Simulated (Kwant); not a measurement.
Model system: quantum point contact (saddle potential) in a GaAs two-dimensional gas. Effective mass 0.067 mₑ, grid spacing 2 nm, hard walls, nominal width 60 nm (29 grid rows, so walls 60 nm apart), one parabolic valley, scattering region 180 nm long along x; energies count from the band bottom; Fermi energy 0.0529 eV. Potential (V0 + ½k y²) cos²(πx/L) for |x| < L/2, with V0 swept from 0.055545 to 0 eV, k = 0.00021 eV/nm², L = 62 nm.

Constants are typed, rounded textbook-type inputs, not results; the design itself was drawn at random and stands for no fabricated device.

Computed with Kwant: effective-mass tight-binding model on a square grid, one spin, coherent transport at 0 K. Conductance is in e²/h.

Density of the scattering states that come in from the left lead, at gate = 0.02737 eV, in bins, relative to the largest site value (x marks bins outside the device):

```
|--: :=:.:::::.:--.                          |
|*#+.+@+:**+#+=*#%+:                         |
|*#+:+@=:**+#*+*#@#=.                 ..     |
|--=::+::+--+--==*%*-.              .........|
|-:-:.=-:::==.-=:=#*=:..              .......|
|+---:**::=*=.-+==**+-:...               ....|
|#==--##::*#+-=+*+++++-::......            ..|
|+-+--**:-*=-=--**-=++=-::.......            |
|::*-.+=.=+:.--.-+--=+==-::.......           |
|-:#-.*=:-+=::---+=====-:::......            |
|+-%-:%*::+%=.=*=+*+---:::......             |
|=-%-:%*::+#=.=+=+++---:::.......            |
|-:#-.*=:-+=::---+=====-:::......            |
|::*-.+=.=+:.--.-+--=+==-::.......           |
|+-+--**:-*=-=--**-=++=-::.......            |
|#==--##::*#+-=+*+++++-::......            ..|
|+---:**::=*=.-+==**+-:...               ....|
|-:-:.=-:::==.-=:=#*=:..              .......|
|--=::+::+--+--==*%*-.              .........|
|*#+:+@=:**+#*+*#@#=.                 ..     |
|*#+.+@+:**+#+=*#%+:                         |
|--: :=:.:::::.:--.                          |
```
Scale: ten equal steps from 0.000 (start of ' ') to 0.980 (end of '@'), in the order ' .:-=+*#%@'; x runs from -86.0 to 86.0, y from -26.7 (bottom) to 26.7 (top).

The conductance there is 1.75 e²/h with 5 open channel(s) in the leads.
